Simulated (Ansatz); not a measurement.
Consider Re vacancy in hcp Re, neutral cell. Computed with PBE, PAW (plane waves to 420 eV; Ansatz, a first-principles code).

Settings: 36 host sites, the relaxed PBE lattice, a 2×2×2 k-point mesh shifted by half a step along c, smearing 0.10 eV, spin-restricted, no image-charge correction. No zero-point or tunnelling terms. Spin-orbit coupling is left out. Forms of the defect that were not tried may lie lower.

Barriers: single points on a 4×4×3 k-point mesh shifted by half a step along c at the bands' geometries (they differ from the bands' own by up to 0.24 eV, and are uncertain by about as much).

Relaxed starting cell (atoms counted from 1):

```
Re
1.0
    8.32717     0.00000     0.00000
   -4.16358     7.21154     0.00000
    0.00000     0.00000     8.96206
Re
35
Direct
  0.11070   0.22255   0.62648
  0.11481   0.55654   0.12641
  0.11138   0.55402   0.62637
  0.11505   0.89208   0.12644
  0.11120   0.89123   0.62626
  0.44017   0.21798   0.12637
  0.44147   0.22136   0.62640
  0.44090   0.55685   0.12651
  0.44139   0.55403   0.62626
  0.44362   0.88874   0.12636
  0.44396   0.88913   0.62647
  0.77607   0.21786   0.12643
  0.77857   0.22143   0.62628
  0.77707   0.55549   0.12626
  0.77737   0.55584   0.62652
  0.77613   0.89255   0.12643
  0.77864   0.89117   0.62644
  0.21981   0.11285   0.37254
  0.21984   0.11283   0.88016
  0.21988   0.44098   0.37197
  0.21991   0.44105   0.88083
  0.22080   0.77734   0.37913
  0.22073   0.77729   0.87361
  0.55533   0.11202   0.37818
  0.55538   0.11203   0.87454
  0.55575   0.44486   0.37562
  0.55568   0.44484   0.87716
  0.55535   0.77740   0.37889
  0.55531   0.77732   0.87394
  0.89185   0.11291   0.37286
  0.89177   0.11284   0.87995
  0.88785   0.44481   0.37523
  0.88784   0.44475   0.87755
  0.88790   0.77705   0.37447
  0.88797   0.77715   0.87821
```

End state 1 differs by these moves (Å; atoms that move under 0.08 Å are left out):

```csv
atom,element,Δx,Δy,Δz
2,Re,1.38,-2.39,0.00
```

Give the forward and backward barriers to end state 1 at the level PBE, PAW.

forward 1.90 eV, backward 1.90 eV; at the saddle point atom 2 has neighbours Re at 2.53, Re at 2.57, 2 Re at 2.59, 4 Re at 2.95 Å. The saddle point's order was not checked, and it lies on a symmetry element of the cell, where a band can be held.

End state 2 differs by these moves (Å; atoms that move under 0.08 Å are left out):

```
atom  element    Δx    Δy    Δz
----  -------  ----  ----  ----
31         Re  1.34  0.78  2.17
```

Predict the forward and backward barriers to end state 2 from PBE, PAW.

forward 1.34 eV, backward 1.34 eV; at the saddle point atom 31 has neighbours 4 Re at 2.57, 4 Re at 3.05, 2 Re at 3.24 Å. The saddle point's order was not checked, and it lies on a symmetry element of the cell, where a band can be held.
